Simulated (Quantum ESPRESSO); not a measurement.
Quantum ESPRESSO 7.5, DFT, PBE, plane waves, PseudoDojo 0.5 standard norm-conserving PBE (local tails restored to the Coulomb form): fcc Cu, atoms displaced (Cu8), 8 atoms. Basis and mesh were picked for this test and aren't claimed converged.

```fortran
&CONTROL
  calculation = 'scf'
  pseudo_dir = './pseudo'
  outdir = './out'
  tprnfor = .true.
  tstress = .false.
/
&SYSTEM
  ibrav = 0
  nat = 8
  ntyp = 1
  ecutwfc = 92.0
  ecutrho = 368.0
  occupations = 'smearing'
  smearing = 'mv'
  degauss = 0.02
/
&ELECTRONS
  conv_thr = 8e-09
  diagonalization = 'cg'
/
ATOMIC_SPECIES
Cu 63.5460 Cu.upf
CELL_PARAMETERS angstrom
  0.000000000000   3.615000000000   3.615000000000
  3.615000000000   0.000000000000   3.615000000000
  3.615000000000   3.615000000000   0.000000000000
ATOMIC_POSITIONS crystal
Cu   0.981403000000   0.000923000000   0.009551000000
Cu   0.992091000000   0.994474000000   0.508440000000
Cu   0.998862000000   0.500804000000   0.999835000000
Cu   0.003750000000   0.495677000000   0.507192000000
Cu   0.507126000000   0.987265000000   0.003925000000
Cu   0.505034000000   0.998130000000   0.490281000000
Cu   0.506188000000   0.489144000000   0.007717000000
Cu   0.512917000000   0.505318000000   0.484286000000
K_POINTS automatic
4 4 4 0 0 0
```

```bash
OMP_NUM_THREADS=1 mpirun -np 96 pw.x -nk 12 -in pw.in
```

The program reports k-points computed: 36, bands: 91, electrons: 152, G-vectors of the density: 76321, FFT grid: 60×60×60.

Hardware: Intel Xeon 6 (Granite Rapids), 96 cores on 1 socket, 2 hardware threads a core, 3 L3 cache groups, 3 NUMA nodes.

On 96 ranks this takes 21 s. Each time is the median wall time of two to five repeats, run one at a time on the otherwise empty machine; start-up is included. Unless noted, each process is bound to its own block of adjacent cores. The build: conda-forge: Open MPI 5.0, OpenMP, OpenBLAS 0.3.34 (pthreads), FFTW, ScaLAPACK, ELPA; another build can shift the numbers. Scratch files lie in a memory file system.

What should be changed to get the same answer (within 1.0 meV/atom in energy, 10 meV/Å in forces (largest component)) sooner? Keep to 96 cores.

This is not unique; one that fits is going from diagonalization = cg to diagonalization = david (default), one of the fastest of the measured ones that keep the result.

```diff
-  diagonalization = 'cg'
```

Time: 21 s to 8.8 s (2.4× as fast). The largest move is in non-local projectors (h_psi:calbec, add_vuspsi, s_psi): 5.5 s to 0.45 s. SCF iterations go from 18 to 14. These two results differ by: energy equal as printed, forces (largest component) 0.095 meV/Å. Others tried: diagonalization = rmm-davidson (9.0 s); diagonalization = david (default), diago_david_ndim = 3 (9.1 s); diagonalization = david (default), diago_david_ndim = 4 (9.1 s); diagonalization = rmm-davidson, diago_rmm_ndim = 6 (9.1 s); diagonalization = david (default), diago_thr_init = 1e-05 (9.2 s); diagonalization = rmm-davidson, diago_rmm_conv = true (9.3 s); diagonalization = david (default), diago_full_acc = true (10 s); diagonalization = rmm-paro (10 s); diagonalization = rmm-davidson, diago_rmm_ndim = 2 (12 s); diagonalization = paro (15 s); diagonalization = cg, diago_cg_maxiter = 5 (20 s).
